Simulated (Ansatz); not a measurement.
## Fermi-surface data of Ir (Fm-3m)

```yaml
crystal:
  lattice:
    - [0.00000, 1.93462, 1.93462]
    - [1.93462, 0.00000, 1.93462]
    - [1.93462, 1.93462, 0.00000]
  atoms:
    - { symbol: Ir, position: [0.00000, 0.00000, 0.00000] }
```

These are PBE, rigid bands (plane waves, PAW, scalar-relativistic; Ansatz, an electronic-structure program) values and carry that method's errors. Condition of this run: functional PBE, cell relaxed with it. How the cell was made: cell and atoms relaxed with PBE.

```yaml
density of states at the Fermi level: 0.935 states/(eV·cell), both spins
bare Sommerfeld coefficient: 2.2 mJ/(mol of atoms·K²)
drude_plasma_energy: 10.4 eV
root-mean-square Fermi velocity: 8.0e5 m/s
resistivity times τ: 4.5 ×10⁻²² Ω·m·s
resistivity_times_mean_free_path: 3.8 ×10⁻¹⁶ Ω·m²
```

A metal at this level (no band gap); rigid bands, thermally averaged at 300 K, both spins. Spin-orbit coupling is left out, which matters with elements this heavy. τ is one relaxation time for all states; the product of resistivity and mean free path takes one path for all states instead.
